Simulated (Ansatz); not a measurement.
## Hypothetical I4/mmm Ge, response to strain

Take Ge (space group I4/mmm, No. 139; a = 7.051 Å, c = 4.073 Å; a hypothetical phase, not in the database extracts checked) as the base. Axes: x, y, z lie along a, b, c of the conventional cell.

Strains are applied to the cell and any free atomic positions relax; under biaxial strain the out-of-plane vector relaxes too; under stress the whole cell relaxes.

Method: PBE (Ansatz, a first-principles code, PAW, no spin-orbit coupling).

Notes on the quantities. energy relative to the base: free energy F; pressure: mean of the normal stresses, compression positive.

| change | energy relative to the base | volume per atom | pressure | space group |
|---|---|---|---|---|
| base | 0 meV/atom | 25.31 Å³ | 0.0 GPa | I4/mmm (No. 139) |
| biaxial strain −4.77 %, plane normal [001], relaxed out of plane | +41 meV/atom | 23.76 Å³ | 3.5 GPa | I4/mmm (No. 139) |
| biaxial strain −0.75 %, plane normal [001], relaxed out of plane | +1.0 meV/atom | 25.04 Å³ | 0.6 GPa | I4/mmm (No. 139) |
| isotropic strain −0.74 % | … | 24.76 Å³ | … | I4/mmm (No. 139) |
| tensor shear ε_xz = −3.86 % | +16 meV/atom | 25.28 Å³ | 0.1 GPa | C2/m (No. 12) |
| uniaxial stress, 8 GPa compression along x | +73 meV/atom | 23.96 Å³ | – | Immm (No. 71) |
| tensor shear ε_xz = −2.03 % | +4.6 meV/atom | 25.30 Å³ | 0.0 GPa | C2/m (No. 12) |

Task: What belongs in the blanks?

Result: 
- isotropic strain −0.74 %, energy relative to the base: +2.2 meV/atom
- isotropic strain −0.74 %, pressure: 1.3 GPa

A biaxial case was relaxed in a doubled cell and then solved in the primitive one. A case with no gap was solved on a k-mesh chosen for an insulator, which is coarse for it. Without a gap, meshes like the base's 9×9×9 leave anisotropic stresses uncertain by several tenths of a GPa, and small strain energies with them. Beyond what the load breaks, stability against distortions was not tested.
